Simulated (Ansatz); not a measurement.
TaGe2 in the fluorite structure (space group Fm-3m, No. 225; a hypothetical phase, not in the database extracts checked)

```cif
data_Ge8Ta4
_chemical_formula_sum 'Ta4 Ge8'
_space_group_name_H-M_alt 'Fm-3m'
_space_group_IT_number 225
_space_group_name_Hall '-F 4 2 3'
_cell_length_a 6.23016
_cell_length_b 6.23016
_cell_length_c 6.23016
_cell_angle_alpha 90.000
_cell_angle_beta 90.000
_cell_angle_gamma 90.000
loop_
_atom_site_label
_atom_site_type_symbol
_atom_site_symmetry_multiplicity
_atom_site_Wyckoff_symbol
_atom_site_fract_x
_atom_site_fract_y
_atom_site_fract_z
_atom_site_occupancy
Ta1 Ta 4 a 0.00000 0.00000 0.00000 1
Ge1 Ge 8 c 0.25000 0.25000 0.25000 1
```
(The calculation used a cell of 3 atoms; values per cell refer to that cell.)

Level of theory: r2SCAN (Ansatz, a quantum-chemistry and plane-wave program, PAW, no spin-orbit coupling). k-mesh 13×13×13 (Γ-centred); smearing 0.05 eV (Fermi–Dirac).

| Item | Result |
|---|---|
| Volume per atom | 20.15 Å³ |
| Density | 8.96 g/cm³ |
| Band gap | zero |
| Total energy | -6182.870 eV/atom (σ→0; compares only within this code and set-up) |

Whether these cells are dynamically stable was not tested. All final runs are without spin polarisation. An odd electron count without spin: TaGe2. TaGe2 has a high density of states at the Fermi level and may be magnetic at this level.
